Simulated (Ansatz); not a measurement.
Electronic density of states of amorphous Al28O47P2, density 2.90 g/cm³, on a 2×2×2 Γ-centred mesh with a Gaussian width of 0.1 eV; energies count from the Fermi level, whose place inside the gap is arbitrary. Cell and mesh are small, so fine structure isn't converged. These are PBE, scalar-relativistic without spin-orbit coupling (plane waves to 420 eV, PAW; Ansatz, an electronic-structure program) values and carry that method's errors. Sampling: a 2×2×2 Γ-centred mesh; Fermi-Dirac width 0.02 eV; no spin polarisation. At PBE the levels at the filled edge of the gap are localised (band-tail or defect states), and the nearest spread-out levels lie 3.9 eV apart at the zone centre.

The cell was made by melting and quenching with the CHGNet potential and then relaxed with DFT. O atoms were pushed apart under 1.9 Å during the dynamics, to hinder bonds among them. The hot cell started wider than the set density and was brought back towards it in steps. It is the lowest in DFT energy of 2 quenches. It is a model cell: composition and starting density were chosen by hand, and all elements were melted together. No dispersion term was used. Its density started from a set value of 3.01 and ended at 2.90 g/cm³. Cooling (nominally 410 K/ps over its main leg) ran many orders faster than in experiment, which tends to leave more defects and strain. A cell of this size samples the disorder only roughly. Volume and shape were free in the relaxation.

```json
[
 {"E - EF (eV)": "-12.00", "states/(eV atom)": "0.00"},
 {"E - EF (eV)": "-11.90", "states/(eV atom)": "0.00"},
 {"E - EF (eV)": "-11.80", "states/(eV atom)": "0.00"},
 {"E - EF (eV)": "-11.70", "states/(eV atom)": "0.00"},
 {"E - EF (eV)": "-11.60", "states/(eV atom)": "0.04"},
 {"E - EF (eV)": "-11.50", "states/(eV atom)": "0.13"},
 {"E - EF (eV)": "-11.40", "states/(eV atom)": "0.07"},
 {"E - EF (eV)": "-11.30", "states/(eV atom)": "0.03"},
 {"E - EF (eV)": "-11.20", "states/(eV atom)": "0.11"},
 {"E - EF (eV)": "-11.10", "states/(eV atom)": "0.11"},
 {"E - EF (eV)": "-11.00", "states/(eV atom)": "0.02"},
 {"E - EF (eV)": "-10.90", "states/(eV atom)": "0.00"},
 {"E - EF (eV)": "-10.80", "states/(eV atom)": "0.00"},
 {"E - EF (eV)": "-10.70", "states/(eV atom)": "0.00"},
 {"E - EF (eV)": "-10.60", "states/(eV atom)": "0.00"},
 {"E - EF (eV)": "-10.50", "states/(eV atom)": "0.00"},
 {"E - EF (eV)": "-10.40", "states/(eV atom)": "0.00"},
 {"E - EF (eV)": "-10.30", "states/(eV atom)": "0.00"},
 {"E - EF (eV)": "-10.20", "states/(eV atom)": "0.00"},
 {"E - EF (eV)": "-10.10", "states/(eV atom)": "0.00"},
 {"E - EF (eV)": "-10.00", "states/(eV atom)": "0.00"},
 {"E - EF (eV)": "-9.90", "states/(eV atom)": "0.00"},
 {"E - EF (eV)": "-9.80", "states/(eV atom)": "0.00"},
 {"E - EF (eV)": "-9.70", "states/(eV atom)": "0.01"},
 {"E - EF (eV)": "-9.60", "states/(eV atom)": "0.07"},
 {"E - EF (eV)": "-9.50", "states/(eV atom)": "0.13"},
 {"E - EF (eV)": "-9.40", "states/(eV atom)": "0.07"},
 {"E - EF (eV)": "-9.30", "states/(eV atom)": "0.13"},
 {"E - EF (eV)": "-9.20", "states/(eV atom)": "0.23"},
 {"E - EF (eV)": "-9.10", "states/(eV atom)": "0.13"},
 {"E - EF (eV)": "-9.00", "states/(eV atom)": "0.10"},
 {"E - EF (eV)": "-8.90", "states/(eV atom)": "0.21"},
 {"E - EF (eV)": "-8.80", "states/(eV atom)": "0.23"},
 {"E - EF (eV)": "-8.70", "states/(eV atom)": "0.19"},
 {"E - EF (eV)": "-8.60", "states/(eV atom)": "0.19"},
 {"E - EF (eV)": "-8.50", "states/(eV atom)": "0.20"},
 {"E - EF (eV)": "-8.40", "states/(eV atom)": "0.16"},
 {"E - EF (eV)": "-8.30", "states/(eV atom)": "0.18"},
 {"E - EF (eV)": "-8.20", "states/(eV atom)": "0.26"},
 {"E - EF (eV)": "-8.10", "states/(eV atom)": "0.26"},
 {"E - EF (eV)": "-8.00", "states/(eV atom)": "0.30"},
 {"E - EF (eV)": "-7.90", "states/(eV atom)": "0.35"},
 {"E - EF (eV)": "-7.80", "states/(eV atom)": "0.39"},
 {"E - EF (eV)": "-7.70", "states/(eV atom)": "0.41"},
 {"E - EF (eV)": "-7.60", "states/(eV atom)": "0.42"},
 {"E - EF (eV)": "-7.50", "states/(eV atom)": "0.35"},
 {"E - EF (eV)": "-7.40", "states/(eV atom)": "0.29"},
 {"E - EF (eV)": "-7.30", "states/(eV atom)": "0.35"},
 {"E - EF (eV)": "-7.20", "states/(eV atom)": "0.38"},
 {"E - EF (eV)": "-7.10", "states/(eV atom)": "0.39"},
 {"E - EF (eV)": "-7.00", "states/(eV atom)": "0.47"},
 {"E - EF (eV)": "-6.90", "states/(eV atom)": "0.47"},
 {"E - EF (eV)": "-6.80", "states/(eV atom)": "0.41"},
 {"E - EF (eV)": "-6.70", "states/(eV atom)": "0.43"},
 {"E - EF (eV)": "-6.60", "states/(eV atom)": "0.47"},
 {"E - EF (eV)": "-6.50", "states/(eV atom)": "0.48"},
 {"E - EF (eV)": "-6.40", "states/(eV atom)": "0.48"},
 {"E - EF (eV)": "-6.30", "states/(eV atom)": "0.52"},
 {"E - EF (eV)": "-6.20", "states/(eV atom)": "0.56"},
 {"E - EF (eV)": "-6.10", "states/(eV atom)": "0.56"},
 {"E - EF (eV)": "-6.00", "states/(eV atom)": "0.55"},
 {"E - EF (eV)": "-5.90", "states/(eV atom)": "0.56"},
 {"E - EF (eV)": "-5.80", "states/(eV atom)": "0.58"},
 {"E - EF (eV)": "-5.70", "states/(eV atom)": "0.58"},
 {"E - EF (eV)": "-5.60", "states/(eV atom)": "0.59"},
 {"E - EF (eV)": "-5.50", "states/(eV atom)": "0.62"},
 {"E - EF (eV)": "-5.40", "states/(eV atom)": "0.65"},
 {"E - EF (eV)": "-5.30", "states/(eV atom)": "0.67"},
 {"E - EF (eV)": "-5.20", "states/(eV atom)": "0.64"},
 {"E - EF (eV)": "-5.10", "states/(eV atom)": "0.68"},
 {"E - EF (eV)": "-5.00", "states/(eV atom)": "0.70"},
 {"E - EF (eV)": "-4.90", "states/(eV atom)": "0.70"},
 {"E - EF (eV)": "-4.80", "states/(eV atom)": "0.69"},
 {"E - EF (eV)": "-4.70", "states/(eV atom)": "0.71"},
 {"E - EF (eV)": "-4.60", "states/(eV atom)": "0.75"},
 {"E - EF (eV)": "-4.50", "states/(eV atom)": "0.71"},
 {"E - EF (eV)": "-4.40", "states/(eV atom)": "0.65"},
 {"E - EF (eV)": "-4.30", "states/(eV atom)": "0.60"},
 {"E - EF (eV)": "-4.20", "states/(eV atom)": "0.63"},
 {"E - EF (eV)": "-4.10", "states/(eV atom)": "0.69"},
 {"E - EF (eV)": "-4.00", "states/(eV atom)": "0.70"},
 {"E - EF (eV)": "-3.90", "states/(eV atom)": "0.74"},
 {"E - EF (eV)": "-3.80", "states/(eV atom)": "0.78"},
 {"E - EF (eV)": "-3.70", "states/(eV atom)": "0.75"},
 {"E - EF (eV)": "-3.60", "states/(eV atom)": "0.68"},
 {"E - EF (eV)": "-3.50", "states/(eV atom)": "0.65"},
 {"E - EF (eV)": "-3.40", "states/(eV atom)": "0.66"},
 {"E - EF (eV)": "-3.30", "states/(eV atom)": "0.67"},
 {"E - EF (eV)": "-3.20", "states/(eV atom)": "0.66"},
 {"E - EF (eV)": "-3.10", "states/(eV atom)": "0.66"},
 {"E - EF (eV)": "-3.00", "states/(eV atom)": "0.61"},
 {"E - EF (eV)": "-2.90", "states/(eV atom)": "0.60"},
 {"E - EF (eV)": "-2.80", "states/(eV atom)": "0.54"},
 {"E - EF (eV)": "-2.70", "states/(eV atom)": "0.45"},
 {"E - EF (eV)": "-2.60", "states/(eV atom)": "0.37"},
 {"E - EF (eV)": "-2.50", "states/(eV atom)": "0.38"},
 {"E - EF (eV)": "-2.40", "states/(eV atom)": "0.39"},
 {"E - EF (eV)": "-2.30", "states/(eV atom)": "0.32"},
 {"E - EF (eV)": "-2.20", "states/(eV atom)": "0.25"},
 {"E - EF (eV)": "-2.10", "states/(eV atom)": "0.18"},
 {"E - EF (eV)": "-2.00", "states/(eV atom)": "0.12"},
 {"E - EF (eV)": "-1.90", "states/(eV atom)": "0.14"},
 {"E - EF (eV)": "-1.80", "states/(eV atom)": "0.25"},
 {"E - EF (eV)": "-1.70", "states/(eV atom)": "0.16"},
 {"E - EF (eV)": "-1.60", "states/(eV atom)": "0.14"},
 {"E - EF (eV)": "-1.50", "states/(eV atom)": "0.08"},
 {"E - EF (eV)": "-1.40", "states/(eV atom)": "0.01"},
 {"E - EF (eV)": "-1.30", "states/(eV atom)": "0.00"},
 {"E - EF (eV)": "-1.20", "states/(eV atom)": "0.00"},
 {"E - EF (eV)": "-1.10", "states/(eV atom)": "0.00"},
 {"E - EF (eV)": "-1.00", "states/(eV atom)": "0.00"},
 {"E - EF (eV)": "-0.90", "states/(eV atom)": "0.00"},
 {"E - EF (eV)": "-0.80", "states/(eV atom)": "0.00"},
 {"E - EF (eV)": "-0.70", "states/(eV atom)": "0.00"},
 {"E - EF (eV)": "-0.60", "states/(eV atom)": "0.00"},
 {"E - EF (eV)": "-0.50", "states/(eV atom)": "0.00"},
 {"E - EF (eV)": "-0.40", "states/(eV atom)": "0.00"},
 {"E - EF (eV)": "-0.30", "states/(eV atom)": "0.00"},
 {"E - EF (eV)": "-0.20", "states/(eV atom)": "0.00"},
 {"E - EF (eV)": "-0.10", "states/(eV atom)": "0.00"},
 {"E - EF (eV)": "0.00", "states/(eV atom)": "0.00"},
 {"E - EF (eV)": "0.10", "states/(eV atom)": "0.00"},
 {"E - EF (eV)": "0.20", "states/(eV atom)": "0.00"},
 {"E - EF (eV)": "0.30", "states/(eV atom)": "0.00"},
 {"E - EF (eV)": "0.40", "states/(eV atom)": "0.00"},
 {"E - EF (eV)": "0.50", "states/(eV atom)": "0.00"},
 {"E - EF (eV)": "0.60", "states/(eV atom)": "0.00"},
 {"E - EF (eV)": "0.70", "states/(eV atom)": "0.00"},
 {"E - EF (eV)": "0.80", "states/(eV atom)": "0.00"},
 {"E - EF (eV)": "0.90", "states/(eV atom)": "0.00"},
 {"E - EF (eV)": "1.00", "states/(eV atom)": "0.00"},
 {"E - EF (eV)": "1.10", "states/(eV atom)": "0.00"},
 {"E - EF (eV)": "1.20", "states/(eV atom)": "0.00"},
 {"E - EF (eV)": "1.30", "states/(eV atom)": "0.00"},
 {"E - EF (eV)": "1.40", "states/(eV atom)": "0.00"},
 {"E - EF (eV)": "1.50", "states/(eV atom)": "0.01"},
 {"E - EF (eV)": "1.60", "states/(eV atom)": "0.01"},
 {"E - EF (eV)": "1.70", "states/(eV atom)": "0.00"},
 {"E - EF (eV)": "1.80", "states/(eV atom)": "0.00"},
 {"E - EF (eV)": "1.90", "states/(eV atom)": "0.00"},
 {"E - EF (eV)": "2.00", "states/(eV atom)": "0.02"},
 {"E - EF (eV)": "2.10", "states/(eV atom)": "0.03"},
 {"E - EF (eV)": "2.20", "states/(eV atom)": "0.03"},
 {"E - EF (eV)": "2.30", "states/(eV atom)": "0.02"},
 {"E - EF (eV)": "2.40", "states/(eV atom)": "0.06"},
 {"E - EF (eV)": "2.50", "states/(eV atom)": "0.08"},
 {"E - EF (eV)": "2.60", "states/(eV atom)": "0.05"},
 {"E - EF (eV)": "2.70", "states/(eV atom)": "0.02"},
 {"E - EF (eV)": "2.80", "states/(eV atom)": "0.02"},
 {"E - EF (eV)": "2.90", "states/(eV atom)": "0.05"},
 {"E - EF (eV)": "3.00", "states/(eV atom)": "0.05"},
 {"E - EF (eV)": "3.10", "states/(eV atom)": "0.08"},
 {"E - EF (eV)": "3.20", "states/(eV atom)": "0.08"},
 {"E - EF (eV)": "3.30", "states/(eV atom)": "0.05"},
 {"E - EF (eV)": "3.40", "states/(eV atom)": "0.10"},
 {"E - EF (eV)": "3.50", "states/(eV atom)": "0.11"},
 {"E - EF (eV)": "3.60", "states/(eV atom)": "0.07"},
 {"E - EF (eV)": "3.70", "states/(eV atom)": "0.06"},
 {"E - EF (eV)": "3.80", "states/(eV atom)": "0.07"},
 {"E - EF (eV)": "3.90", "states/(eV atom)": "0.10"},
 {"E - EF (eV)": "4.00", "states/(eV atom)": "0.08"},
 {"E - EF (eV)": "4.10", "states/(eV atom)": "0.11"},
 {"E - EF (eV)": "4.20", "states/(eV atom)": "0.16"},
 {"E - EF (eV)": "4.30", "states/(eV atom)": "0.17"},
 {"E - EF (eV)": "4.40", "states/(eV atom)": "0.18"},
 {"E - EF (eV)": "4.50", "states/(eV atom)": "0.18"},
 {"E - EF (eV)": "4.60", "states/(eV atom)": "0.20"},
 {"E - EF (eV)": "4.70", "states/(eV atom)": "0.24"},
 {"E - EF (eV)": "4.80", "states/(eV atom)": "0.21"},
 {"E - EF (eV)": "4.90", "states/(eV atom)": "0.21"},
 {"E - EF (eV)": "5.00", "states/(eV atom)": "0.22"},
 {"E - EF (eV)": "5.10", "states/(eV atom)": "0.28"},
 {"E - EF (eV)": "5.20", "states/(eV atom)": "0.28"},
 {"E - EF (eV)": "5.30", "states/(eV atom)": "0.27"},
 {"E - EF (eV)": "5.40", "states/(eV atom)": "0.31"},
 {"E - EF (eV)": "5.50", "states/(eV atom)": "0.36"},
 {"E - EF (eV)": "5.60", "states/(eV atom)": "0.38"},
 {"E - EF (eV)": "5.70", "states/(eV atom)": "0.40"},
 {"E - EF (eV)": "5.80", "states/(eV atom)": "0.38"},
 {"E - EF (eV)": "5.90", "states/(eV atom)": "0.37"},
 {"E - EF (eV)": "6.00", "states/(eV atom)": "0.36"},
 {"E - EF (eV)": "6.10", "states/(eV atom)": "0.36"},
 {"E - EF (eV)": "6.20", "states/(eV atom)": "0.45"}
]
```

The level gap on this mesh is 3.11 eV; the broadening fills part of it in the curve.
